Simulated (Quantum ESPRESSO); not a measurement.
Troubleshooting Quantum ESPRESSO: a failed run on Os (P6_3/mmc, 4 atoms in the cell). The aim is a self-consistent single point with DFT, PBE, plane waves, PseudoDojo standard norm-conserving (PBE) pseudopotentials.

Input as run:

```fortran
&control
  calculation = 'scf'
  prefix = 'run'
  outdir = './tmp/'
  pseudo_dir = './'
  tprnfor = .true.
  tstress = .true.
/
&system
  ibrav = 0
  nat = 4
  ntyp = 1
  ecutwfc = 75
  occupations = 'smearing'
  smearing = 'fermi'
  degauss = 0.019992
/
&electrons
  conv_thr = 1e-10
  mixing_beta = 0.3
/
ATOMIC_SPECIES
Os   190.2300  Os.upf
ATOMIC_POSITIONS crystal
Os    0.0000000000    0.0000000000    0.0000000000
Os    0.0000000000    0.0000000000    0.5000000000
Os    0.3333333333    0.6666666667    0.2500000000
Os    0.6666666667    0.3333333333    0.7500000000
K_POINTS automatic
11 11 3  0 0 0
CELL_PARAMETERS angstrom
   2.7230031313     0.0000000000     0.0000000000
  -1.3615015657     2.3581898863     0.0000000000
   0.0000000000     0.0000000000     8.7612800000
```

Output (repeated stretches shortened):

```
 %%%%%%%%%%%%%%%%%%%%%%%%%%%%%%%%%%%%%%%%%%%%%%%%%%%%%%%%%%%%%%%%%%%%%%%%%%%%%%
     Error in routine  set_occupations (1):
      smearing fermi unknown
 %%%%%%%%%%%%%%%%%%%%%%%%%%%%%%%%%%%%%%%%%%%%%%%%%%%%%%%%%%%%%%%%%%%%%%%%%%%%%%

     stopping ...
```

Q: From the messages shown, name the fault and mend the input.

A: The fault is a value that the program does not know. The key takes a closed list of words, and names differ between codes. To fix it, use one of the words that the key accepts. The program stopped before any SCF iteration.

An input that runs soundly differs in these lines (not the only fix; some lines may just follow from the change or write a value another way):
```diff
-  smearing = 'fermi'
+  smearing = 'mp'
```

With that input, the run converged in 12 iterations: free energy E − TS -11013.7188 eV; Fermi level (on the code's own zero) 26.02 eV; pressure 6.94 GPa (DFT, PBE, plane waves, PseudoDojo standard norm-conserving (PBE) pseudopotentials).

On the sound input: the starting cell was generated: these elements placed on a structure prototype, without a prior relaxation; it need not be a known phase or ordering of this composition. Spin polarisation is off. With a pressure of about 7 GPa the cell is away from its equilibrium volume at this level.
